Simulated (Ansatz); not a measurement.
Functionals compared on a constructed model of the (100) surface of bcc Fe, ferromagnetic, a pseudomorphic layer of Ga in the host's stacking (bottom of the slab: a bare face, its two planes held), in Ansatz (plane waves, PAW). The structure was relaxed with PBE; the other rows are single points on it. Cutoff 420 eV.

Slab: 7 atoms, 8.8 Å thick at the start (thin: gaps and levels are the slab's own); k 13x13x1, smearing 0.1 eV, dipole-corrected; 2 atoms held, the rest relaxed; held to the start's symmetry, so lower structures may exist; spin-polarised, ending with about 14.2 μB a cell; orders that need a larger cell were not tried, no spin-orbit, no U. It is one candidate, not shown to be the stable structure of the face. These notes are the PBE run's.

```
functional  work function of the top face (eV)  magnetic moment of the cell (μB)  rough cost of the single point
----------  ----------------------------------  --------------------------------  ------------------------------
PBE                                       3.92                             14.18                               –
RPBE                                      3.81                             14.44   around 3 core-minutes (rough)
```

Ansatz is an electronic-structure program.
